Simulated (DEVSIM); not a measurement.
Device: W/SiO2/n-Si capacitor, at 300 K.

```csv
layer (left to right),material,thickness (nm),Nd (cm⁻³)
1,SiO2,2.50,-
2,Si,2800,8.6e15
```

Metal gate on the left, work function 4.6 eV. Fixed charge at the semiconductor interface 0 cm⁻² (in units of +e); no interface traps.

Constants are typed, rounded textbook-type inputs, not results; the design itself was drawn at random and stands for no fabricated device. Values at 300 K.

| parameter | SiO2 | Si |
|---|---|---|
| gap (eV) | 9 | 1.124 |
| affinity (eV) | 0.9 | 4.05 |
| permittivity | 3.9 | 11.7 |
| Nc (cm⁻³) | - | 2.86e19 |
| Nv (cm⁻³) | - | 3.1e19 |

Model (solved in DEVSIM): 1D Poisson equation in equilibrium, Boltzmann statistics, complete ionisation; no quantum confinement or tunnelling. Metal contacts follow the ideal Schottky-Mott rule: no Fermi-level pinning, no interface dipoles.

Task: Tabulate band edges, carrier densities and field at -0.2 V on the gate.

Result: Energies count from the Fermi level of the right contact; mesh points crowd at the junctions.

| x (μm) | Ec (eV) | Ev (eV) | n (cm⁻³) | p (cm⁻³) | field (V/cm) |
|---|---|---|---|---|---|
| 0.000 | 3.900 | -5.100 | < 1e2 | < 1e2 | -110000 |
| 0.0008517 | 3.891 | -5.109 | < 1e2 | < 1e2 | -110000 |
| 0.001705 | 3.882 | -5.118 | < 1e2 | < 1e2 | -110000 |
| 0.002540 | 0.723 | -0.401 | 2.0e7 | 5.7e12 | -36000 |
| 0.004440 | 0.716 | -0.408 | 2.7e7 | 4.4e12 | -36000 |
| 0.007654 | 0.705 | -0.419 | 4.2e7 | 2.8e12 | -35000 |
| 0.01420 | 0.682 | -0.442 | 1.0e8 | 1.2e12 | -34000 |
| 0.03454 | 0.614 | -0.510 | 1.4e9 | 8.6e10 | -32000 |
| 0.06897 | 0.513 | -0.611 | 6.9e10 | 1.7e9 | -27000 |
| 0.1391 | 0.355 | -0.769 | 3.1e13 | 3800000 | -18000 |
| 0.2819 | 0.223 | -0.901 | 5.2e15 | 22000 | -2700 |
| 0.7015 | 0.210 | -0.914 | 8.6e15 | 14000 | ≈ 0 |
| 1.403 | 0.210 | -0.914 | 8.6e15 | 14000 | ≈ 0 |
| 2.116 | 0.210 | -0.914 | 8.6e15 | 14000 | ≈ 0 |
| 2.537 | 0.210 | -0.914 | 8.6e15 | 14000 | ≈ 0 |
| 2.673 | 0.210 | -0.914 | 8.6e15 | 14000 | ≈ 0 |
| 2.739 | 0.210 | -0.914 | 8.6e15 | 14000 | ≈ 0 |
| 2.772 | 0.210 | -0.914 | 8.6e15 | 14000 | ≈ 0 |
| 2.791 | 0.210 | -0.914 | 8.6e15 | 14000 | ≈ 0 |
| 2.798 | 0.210 | -0.914 | 8.6e15 | 14000 | ≈ 0 |
| 2.801 | 0.210 | -0.914 | 8.6e15 | 14000 | ≈ 0 |
| 2.803 | 0.210 | -0.914 | 8.6e15 | 14000 | ≈ 0 |
